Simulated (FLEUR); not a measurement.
Several settings converged on CuAu (P4mm, 2 atoms in the cell)

```
CuAu
1.0
    2.81400     0.00000     0.00000
    0.00000     2.81400     0.00000
    0.00000     0.00000     3.68835
Cu Au
1 1
Direct
  0.00000   0.00000   0.01356
  0.50000   0.50000   0.50000
```

Base method: PBEsol, all-electron FLAPW (FLEUR), scalar-relativistic valence.

Base settings: Kmax = 4.2 1/bohr; GmaxXC = 16.8 1/bohr; xcFunctional = PBEs; jspins = 1; l_soc = F; mode = hist; fermiSmearingEnergy = 0.00367493 Htr; mesh (inpgen div1-3) = 5 5 4; inpgen gamma flag = true; Gmax = 16.8 1/bohr.

Core times come from one kind of shared machine, to one figure; runs under 30 s give none.

**The k-point mesh**

Moved along: kpt_gamma.

The second cell is the first with its lattice scaled by 0.98.

Only quantities that move along the ladder and can be compared are tabulated.

```tsv
kpt_div	free energy less the last step's (meV/atom)	energy of the compressed cell less the first (meV/atom)	largest difference of a force vector from the last step's (eV/Å)	core time / last (rough)
2 2 2	1002.78	58.51	0.035	–
3 3 3	-139.77	7.77	0.009	–
5 5 4	-49.46	3.68	0.008	–
6 6 4	19.29	7.62	0.006	0.3
7 7 5	-13.90	4.65	0.000	0.3
12 12 10	0.00	6.17	0.000	1
```

Coarsest kpt_div that holds the forces within 0.01 eV/Å of the last step, with all finer ones: 3 3 3; the step before is off by 0.035 eV/Å.

Coarsest kpt_div that holds the energy of the compressed cell less the first within 2 meV/atom: not settled: the last two steps still differ by 1.5 meV/atom, over half the tolerance, so the ladder does not show it.

Coarsest kpt_div that holds the free energy within 5 meV/atom: not settled: the last two steps still differ by 14 meV/atom, over half the tolerance, so the ladder does not show it.

**The k-point mesh at a smearing width of 0.02 eV**

In this ladder: fermiSmearingEnergy = 0.00073499 Htr. Moved along: kpt_gamma.

Only quantities that move along the ladder and can be compared are tabulated.

```tsv
kpt_div	free energy less the last step's (meV/atom)	core time / last (rough)
4 4 3	101.72	–
6 6 5	19.27	0.2
9 9 7	-7.22	0.3
13 13 10	0.40	1.0
15 15 12	0.00	1
```

Coarsest kpt_div that holds the free energy within 1 meV/atom of the last step, with all finer ones: 13 13 10; the step before is off by 7.2 meV/atom.

**The k-point mesh at a smearing width of 0.3 eV**

In this ladder: fermiSmearingEnergy = 0.0110248 Htr. Moved along: kpt_gamma.

Only quantities that move along the ladder and can be compared are tabulated.

| kpt_div | free energy less the last step's (meV/atom) | core time / last (rough) |
|---|---|---|
| 4 4 3 | 77.05 | – |
| 6 6 5 | 13.50 | 0.2 |
| 9 9 7 | -1.79 | 0.3 |
| 13 13 10 | 0.06 | 1 |
| 15 15 12 | 0.00 | 1 |

Coarsest kpt_div that holds the free energy within 5 meV/atom of the last step, with all finer ones: 9 9 7, at about 0.3 of the last step's time; the step before is off by 13 meV/atom.

On the base run: the starting cell has typed, rounded lattice constants, without a prior relaxation at this level. Its lattice was rescaled by up to half a per cent. One atom was moved a little off its site on purpose. Spin polarisation is off. Values depend on the basis (sphere radii, cutoffs, local orbitals), which need not be converged.
